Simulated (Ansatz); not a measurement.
Take Ge in the diamond structure (space group Fd-3m, No. 227; a = 5.6762 Å) as the base.

One thing is altered: cell and atoms relaxed at a pressure of 0.7 GPa.

Levels (all Ansatz, a first-principles code, PAW): PBEsol (420 eV, scalar-relativistic without spin-orbit coupling); r2SCAN (500 eV, spin-orbit coupling left out).

The geometry is relaxed with PBEsol.

PBEsol band gap: zero
PBEsol pressure: 0.7 GPa

**Question.** How does going to r2SCAN change the band gap, electron mass, hole mass and pressure?

**Answer.** The band gap changes from zero to 0.45 eV; the electron mass comes out as 0.021 mₑ (at Γ); the hole mass (degenerate bands, along [100]) comes out as 0.021, 0.21, 0.21 mₑ (at Γ); the pressure stays 0.7 GPa.

Single points use the geometry relaxed with PBEsol. Their cutoffs differ, which shifts pressures a little. Load acts through the strain it causes; cell and atoms are relaxed under it. Effective masses come from finite differences of ±0.01 Å⁻¹. Whether these cells are dynamically stable was not tested. The zero or small gap of Ge can change with the level of theory.
